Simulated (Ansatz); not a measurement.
# A computed series for SnO2: response to strain

The parent structure is SnO₂ in the rutile structure (space group P4_2/mnm, No. 136).

```yaml
crystal:
  lattice:
    - [4.76918, 0.00000, 0.00000]
    - [0.00000, 4.76918, 0.00000]
    - [0.00000, 0.00000, 3.21200]
  atoms:
    - { symbol: Sn, position: [0.00000, 0.00000, 0.00000] }
    - { symbol: Sn, position: [0.50000, 0.50000, 0.50000] }
    - { symbol: O, position: [0.30627, 0.30627, 0.00000] }
    - { symbol: O, position: [0.80627, 0.19373, 0.50000] }
    - { symbol: O, position: [0.19373, 0.80627, 0.50000] }
    - { symbol: O, position: [0.69373, 0.69373, 0.00000] }
```

Strains are applied to the cell and any free atomic positions relax.

Computed with Ansatz (a first-principles code) PBEsol, no SOC.

Notes on the quantities. pressure: mean of the normal stresses, compression positive.

```
isotropic strain (%)  pressure (GPa)
--------------------  --------------
0                                0.0
0.6                                ?
1.2                             -6.4
1.8                             -9.1
2.4                            -11.6
3                              -13.8
```

**Question.** Fit P = P₀ − Bδ + Cδ² with δ = (1 + ε)³ − 1 to the rows shown and predict the withheld row.

**Answer.** Least squares on the printed values gives P₀ = 0.0 GPa, B = 191 GPa (at held cell shape), C = 458 GPa (largest residual 0.0 GPa); this predicts -3.3 GPa, and the run gives -3.4 GPa, in agreement.

Whether these cells are dynamically stable was not tested. All final runs are without spin polarisation.
